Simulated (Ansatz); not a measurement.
The reference is SnO in the litharge type structure (space group P4/nmm, No. 129; a = 3.837 Å, c = 4.759 Å; layered, stacked along the Cartesian z axis).

One thing is altered: every lattice vector is stretched by 1.18 %; the atoms relax in the strained cell.

Computed with Ansatz (a quantum-chemistry and plane-wave program) PBE-D3(BJ), no spin-orbit coupling.

Question: Give the band edges at the high-symmetry points of the new zone, measured from its valence-band maximum.

Answer: 
```csv
point,valence edge (eV),conduction edge (eV)
Γ,-0.02,2.09
X,-2.42,3.30
M,-1.72,0.27
Z,-1.83,1.71
R,-1.51,2.72
A,-2.28,2.55
```

The gap is 0.27 eV, indirect, M–Γ (87 % along) → M.

Stability against distortions was not tested. All final runs are without spin polarisation. A zero or small gap of SnO can be the functional's error rather than a property of the material.
